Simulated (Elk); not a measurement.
Band structure of Yb (Fm-3m, 1 atom in the cell).

```
CELL_PARAMETERS angstrom
      0.00000     2.75160     2.75160
      2.75160     0.00000     2.75160
      2.75160     2.75160     0.00000
ATOMIC_POSITIONS crystal
  Yb 0.00000 0.00000 0.00000
```

Method: PBE, all-electron FP-LAPW, Elk's shipped species files, APW+lo basis with extra local orbitals (Elk).

Settings: xctype = 20; rgkmax = 7.5; stype = 0; swidth = 0.00999582 Ha; ngridk = 14 14 14; gmaxvr = 16 1/bohr; nxlo = 2; lorbcnd = true; lmaxi = 2; maxscl = 100.

The starting cell comes from a database of computed structures (which also holds hypothetical and non-ambient phases and stackings), without a prior relaxation at this level. Its lattice was rescaled by a random factor within 2.5 % of one. Spin-orbit coupling is off. Spin polarisation is off. Values depend on the basis (sphere radii, cutoffs, local orbitals), which need not be converged.

Levels in eV from the Fermi level, bands 9 to 15:
```json
[
 {"point": "Γ", "9": "-0.50", "10": "-0.42", "11": "-0.42", "12": "-0.42", "13": "2.68", "14": "2.68", "15": "2.68"},
 {"point": "X", "9": "-0.50", "10": "-0.46", "11": "-0.46", "12": "-0.46", "13": "0.27", "14": "1.26", "15": "5.85"},
 {"point": "W", "9": "-0.49", "10": "-0.49", "11": "-0.47", "12": "0.05", "13": "0.68", "14": "0.68", "15": "2.30"},
 {"point": "K", "9": "-0.49", "10": "-0.46", "11": "-0.45", "12": "-0.16", "13": "0.11", "14": "0.96", "15": "4.07"},
 {"point": "L", "9": "-0.51", "10": "-0.44", "11": "-0.44", "12": "-0.42", "13": "0.10", "14": "2.50", "15": "2.50"},
 {"point": "U", "9": "-0.49", "10": "-0.46", "11": "-0.45", "12": "-0.16", "13": "0.11", "14": "0.96", "15": "4.07"}
]
```

Bands cross the Fermi level along this path, so the cell is metallic at this level.
